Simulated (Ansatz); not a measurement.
Name crystals whose electron conductivity mass lies between 0.31 and 0.48 mₑ and whose hole conductivity mass lies between 0.48 and 0.75 mₑ, by Ansatz (a quantum-chemistry and plane-wave program) with PBEsol with spin-orbit coupling, rigid bands.

Many crystals can fit; among those computed here:
- CsH (Fm-3m): 0.46 mₑ, 0.68 mₑ
- BaTe (Fm-3m): 0.36 mₑ, 0.50 mₑ
- BeSe (F-43m): 0.35 mₑ, 0.56 mₑ
- CaSe (Fm-3m): 0.38 mₑ, 0.60 mₑ
- AlAs (F-43m): 0.33 mₑ, 0.59 mₑ

Masses are for dilute carriers at 300 K, harmonic means over directions unless an axis is named.

Formula and space group known from diffraction (Crystallography Open Database), not checked to be the room-temperature form: BaTe (Fm-3m), CaSe (Fm-3m), CsH (Fm-3m).
